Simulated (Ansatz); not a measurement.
# H2O on the 1x1 (10-10) surface of wurtzite AlN (cut with top plane Al + N), one in a 2x1 cell, started at the site 'top N'

Host crystal: wurtzite AlN, with a band gap (PBE, scalar-relativistic without spin-orbit coupling).

These are r2SCAN, at the PBE geometry (plane waves to 500 eV, PAW; Ansatz, a program for electronic structure) values and carry that method's errors.

Set-up: 35 atoms, 8.9 Å thick at the start under the adsorbate (thin: gaps and levels are the slab's own); mesh 3x4x1; 0.01 eV smearing; dipole correction on; single point; no symmetry held, on the structure that PBE left; no spin, no spin-orbit, no U, no dispersion correction. At the end it is bonded to Al + N. In PBE it is, or lies within 0.03 eV of, the lowest of the starts that converged; the order may differ at this level.

| Item | Value |
|---|---|
| energy of the end state, in which the adsorbate came apart, against H2O(g) at the same level | -3.15 eV |
| change of the step from the bottom to the top vacuum level, against the clean slab | -0.15 eV |
| height of the binding atom over the mean of the host atoms within 0.3 Å of the top one | 1.690 Å |
| note | in the relaxation the adsorbate left its starting site by 2.5 Å |
| cost | around 3 core-minutes (rough) |

A negative adsorption energy means that the adsorbate is more stable on the surface than in its reference.
